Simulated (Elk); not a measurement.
Troubleshooting Elk: a failed run on YNb₃ (Fm-3m, 4 atoms in the cell). The aim is a self-consistent single point with DFT, PBE, all-electron FP-LAPW, Elk's shipped species files, APW+lo basis with extra local orbitals.

Cell that was meant: a = 5.2714 Å, b = 5.2714 Å, c = 5.2714 Å, α = 60.00°, β = 60.00°, γ = 60.00°.

Part of the input:

```
  0

xctype
  101

rgkmax
  8.0
```

Output (repeated stretches shortened):

```
│ Elk code version 10.2.4 started │

│ Current task : 0 │

Error(getxcdata): xctype not defined :      101
```

Question: From the messages shown, name the fault and mend the input.

Answer: The fault is a value outside the range that the key allows. The key takes a closed set or range of values. To fix it, use an allowed value. The program stopped before any SCF iteration.

An input that runs soundly differs in these lines (not the only fix; some lines may just follow from the change or write a value another way):
```diff
-  101
+  20
```

With that input, the run converged in 19 iterations: total energy -404015.9691 eV; Fermi level (on the code's own zero) 7.24 eV (DFT, PBE, all-electron FP-LAPW, Elk's shipped species files, APW+lo basis with extra local orbitals).

On the sound input: the starting cell was generated: these elements placed on a structure prototype, without a prior relaxation; it need not be a known phase or ordering of this composition. Its lattice was rescaled by a random factor within 2.5 % of one. Spin polarisation is off. Values depend on the basis (sphere radii, cutoffs, local orbitals), which need not be converged.
